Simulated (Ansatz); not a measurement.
Defect migration in wurtzite ZnO: interstitial Al, charge state +3. The step: several atoms move together, Al the farthest; the atom moves 1.06 Å along (-0.32, 0.00, 0.00) of the unit cell; the moving atom starts with neighbours 2 O at 1.78, O at 1.81, O at 1.82 Å and ends with 2 O at 1.79, O at 1.81, O at 1.82 Å. A PBE band in Ansatz (plane-wave PAW, one k-point at (0.125, 0.250, 0.250), 72 host sites, 128 SCF runs with any check of the saddle's order, static, no finite-size correction) gives a forward barrier of 0.25 eV. The saddle point's order was not checked, and it lies on a symmetry element of the cell, where a band can be held. The charge state is imposed; whether it is stable for some Fermi level was not computed. Sites that were not tried may lie lower.

Single points at the band's start and saddle point can refine it. Rough cost of one point, in units of the band's mean SCF on the same machine:

```csv
Level,Cost of one point
"PBE, a 2×2×2 k-point mesh shifted by half a step along c",about 6
"r2SCAN at 500 eV, one k-point at (0.125, 0.250, 0.250)",about 3
```

**Question.** Which of these move the barrier by more than 0.1 eV, and how far does each move it?

**Answer.** PBE, a 2×2×2 k-point mesh shifted by half a step along c: -0.03 eV; r2SCAN at 500 eV, one k-point at (0.125, 0.250, 0.250): +0.18 eV. Each functional is compared with PBE at the same k-points.

Ansatz is a quantum-chemistry and plane-wave program.
